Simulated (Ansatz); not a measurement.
System: interstitial Li in zinc-blende AlAs (charge state +1). All values below come from PBE, PAW (plane waves to 420 eV; Ansatz, a quantum-chemistry and plane-wave program).

64-site cell at the relaxed PBE lattice, one k-point at (0.250, 0.250, 0.250), smearing 0.01 eV, spin-restricted, no finite-size correction. Energies are static. The charge state is imposed; whether it is stable for some Fermi level was not computed. Sites that were not tried may lie lower.

Barriers: single points on a 2×2×2 k-point mesh shifted by half a step at the bands' geometries.

Relaxed starting cell (atoms counted from 1):

```
CELL_PARAMETERS angstrom
     11.45723     0.00000     0.00000
      0.00000    11.45723     0.00000
      0.00000     0.00000    11.45723
ATOMIC_POSITIONS crystal
  Al 0.99758 0.99772 0.00163
  Al 0.99939 0.99957 0.49914
  Al 0.99958 0.50055 0.00000
  Al 0.99757 0.50214 0.49723
  Al 0.50024 0.99987 0.00000
  Al 0.50209 0.99766 0.49716
  Al 0.50246 0.50254 0.00206
  Al 0.50023 0.50019 0.49948
  As 0.12375 0.12391 0.37354
  As 0.12383 0.12402 0.87573
  As 0.12509 0.62517 0.37433
  As 0.12393 0.62612 0.87553
  As 0.62509 0.12522 0.37428
  As 0.62579 0.12421 0.87539
  As 0.62474 0.62501 0.37456
  As 0.62521 0.62537 0.87422
  Al 0.99945 0.25009 0.24948
  Al 0.99459 0.25003 0.74959
  Al 0.99962 0.75002 0.24956
  Al 0.99933 0.74989 0.74950
  Al 0.50035 0.25018 0.24969
  Al 0.50525 0.25020 0.74977
  Al 0.50025 0.75009 0.24969
  Al 0.50020 0.75009 0.74966
  As 0.12406 0.37590 0.12546
  As 0.12377 0.37608 0.62352
  As 0.12506 0.87475 0.12463
  As 0.12377 0.87386 0.62346
  As 0.62524 0.37464 0.12485
  As 0.62592 0.37581 0.62381
  As 0.62487 0.87494 0.12461
  As 0.62500 0.87470 0.62468
  Al 0.24979 0.99967 0.24950
  Al 0.24963 0.99446 0.74942
  Al 0.24997 0.50034 0.24977
  Al 0.24972 0.50518 0.75005
  Al 0.74994 0.99974 0.24955
  Al 0.74979 0.99968 0.74961
  Al 0.74989 0.50038 0.24976
  Al 0.75001 0.50039 0.74979
  As 0.37567 0.12426 0.12553
  As 0.37611 0.12375 0.62348
  As 0.37456 0.62522 0.12494
  As 0.37554 0.62562 0.62400
  As 0.87465 0.12519 0.12462
  As 0.87400 0.12399 0.62370
  As 0.87468 0.62507 0.12474
  As 0.87457 0.62499 0.62470
  Al 0.25006 0.25026 0.00489
  Al 0.24972 0.24970 0.49421
  Al 0.25012 0.75008 0.99997
  Al 0.25000 0.74981 0.49937
  Al 0.75005 0.25008 0.99984
  Al 0.74994 0.24990 0.49934
  Al 0.74999 0.75019 0.99994
  Al 0.74986 0.74995 0.49932
  As 0.37564 0.37564 0.37388
  As 0.37633 0.37651 0.87602
  As 0.37432 0.87465 0.37429
  As 0.37566 0.87424 0.87544
  As 0.87453 0.37449 0.37427
  As 0.87409 0.37594 0.87550
  As 0.87462 0.87472 0.37431
  As 0.87455 0.87475 0.87403
  Li 0.24922 0.24942 0.74921
```
Cell charge +1.

End state 1 differs by these moves (Å; atoms that move under 0.08 Å are left out):

```
atom  element     Δx     Δy     Δz
----  -------  -----  -----  -----
3          Al  -0.08   0.08   0.08
18         Al  -0.03  -0.09  -0.09
36         Al   0.08   0.02  -0.09
46         As  -0.05  -0.05  -0.05
47         As  -0.04   0.05   0.05
49         Al   0.08  -0.09   0.02
65         Li  -1.42   1.44   1.44
```

Question: Predict the forward and backward barriers to end state 1 from PBE, PAW.

Answer: forward 0.61 eV, backward 0.33 eV; at the saddle point atom 65 has neighbours 3 Al at 2.54; 2 As at 2.42, As at 2.43 Å. The saddle point's order was not checked, and it lies on a symmetry element of the cell, where a band can be held.
